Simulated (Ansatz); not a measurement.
The reference is MoSi$_{2}$ (space group I4/mmm, No. 139).

```yaml
crystal:
  lattice:
    - [-1.60108, 1.60108, 3.90975]
    - [1.60108, -1.60108, 3.90975]
    - [1.60108, 1.60108, -3.90975]
  atoms:
    - { symbol: Mo, position: [0.00000, 0.00000, 0.00000] }
    - { symbol: Si, position: [0.33530, 0.33530, 0.00000] }
    - { symbol: Si, position: [0.66470, 0.66470, 0.00000] }
```

Cartesian axes are those of the cell as printed.

Computed with r2SCAN, PAW, 500 eV (Ansatz, a program for electronic structure; scalar-relativistic without spin-orbit coupling), earlier PAW set.

Before the change:

The pressure is 0.0 GPa. The shortest interatomic distance is 2.576 Å and the band gap is zero.

Now apply this change: tensor shear ε_yz = −1.29 % (engineering shear γ = -0.0258), atoms relaxed at fixed cell.

How does this affect the pressure?

The pressure (mean of the normal stresses, compression positive) is nearly the same (0.0 GPa against 0.1 GPa).

How does this affect the energy relative to the base?

The energy rises by 5.9 meV/atom.

Estimate the effect on the shortest interatomic distance.

The shortest interatomic distance remains 2.576 Å.

Predict the new band gap.

The band gap remains zero.

A case with no gap was solved on a k-mesh chosen for an insulator, which is coarse for it. Without a gap, meshes like the base's 14×14×14 leave anisotropic stresses uncertain by several tenths of a GPa, and small strain energies with them. The cells carry an imposed strain or load. No phonon test of stability was made. The final runs are not spin-polarised.
